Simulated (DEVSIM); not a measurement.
Device: W/La2O3/p-Ge capacitor, at 300 K.

Layer 1 from the left is La2O3, thickness (nm) 7.20. Layer 2 from the left is Ge, thickness (nm) 4000, Na (cm⁻³) 2.2e16.

Metal gate on the left, work function 4.6 eV. Fixed charge at the semiconductor interface -1.5e10 cm⁻² (in units of +e); no interface traps.

Constants are typed, rounded textbook-type inputs, not results; the design itself was drawn at random and stands for no fabricated device. Values at 300 K.

La2O3: gap (eV) 5.8, affinity (eV) 1.8, permittivity 27. Ge: gap (eV) 0.664, affinity (eV) 4, permittivity 16, Nc (cm⁻³) 1.04e19, Nv (cm⁻³) 6e18.

Estimate by hand the flat-band voltage, the threshold voltage, and compare with a numerical solution.


- Flat-band voltage: C = 3.32 μF/cm², work-function difference 0.081 V; VFB = φms − qNf/C = 0.08 V; numerical 0.08 V.
- Threshold voltage: φF = 0.180 V, depletion charge √(4εqNφF) = 5.99e-8 C/cm²; VT = VFB + 2φF + Qd/C = 0.46 V; numerical 0.46 V.

DEVSIM, 1D Poisson equation in equilibrium, Boltzmann statistics, complete ionisation; no quantum confinement or tunnelling. Metal contacts follow the ideal Schottky-Mott rule: no Fermi-level pinning, no interface dipoles.
